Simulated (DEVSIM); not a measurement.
System: abrupt GaAs n-p junction, at 300 K.

```csv
layer (left to right),material,thickness (μm),Nd (cm⁻³),Na (cm⁻³),τn (s),τp (s)
1,GaAs,0.360,1.2e17,-,4.8e-8,4.8e-8
2,GaAs,43.0,-,2.1e14,4.8e-8,4.8e-8
```

Left contact: ohmic. Right contact: ohmic. Voltage is applied to the left contact. Recombination: SRH at mid-gap. Mobility is μmin + (μ − μmin)/(1 + (N/Nref)^α).

This is a model device: material constants are rounded textbook-type values typed into the input, and sizes, dopings and lifetimes were drawn at random. Values at 300 K.

| parameter | GaAs |
|---|---|
| gap (eV) | 1.424 |
| affinity (eV) | 4.07 |
| permittivity | 12.9 |
| Nc (cm⁻³) | 4.7e17 |
| Nv (cm⁻³) | 9e18 |
| μn (cm²/Vs) | 8500 |
| μp (cm²/Vs) | 400 |
| μn,min | 500 |
| μp,min | 20 |
| Nref,n | 6e16 |
| Nref,p | 1.5e17 |
| αn | 0.39 |
| αp | 0.38 |

DEVSIM, 1D drift-diffusion, Boltzmann statistics, complete ionisation; no tunnelling, impact ionisation, image-force lowering or self-heating.

The thickness of layer 1 was swept, all else fixed.

| thickness of layer 1 (μm) | dark forward voltage at 100 A/cm² (V) |
|---|---|
| 0.072 | (withheld) |
| 0.13 | 1.645 |
| 0.22 | 1.614 |
| 0.36 | 1.593 |
| 0.61 | 1.578 |
| 1.1 | 1.567 |
| 1.8 | 1.561 |

**Question.** What belongs in the gaps?

**Answer.** 
- 0.072, dark forward voltage at 100 A/cm² (V): 1.692
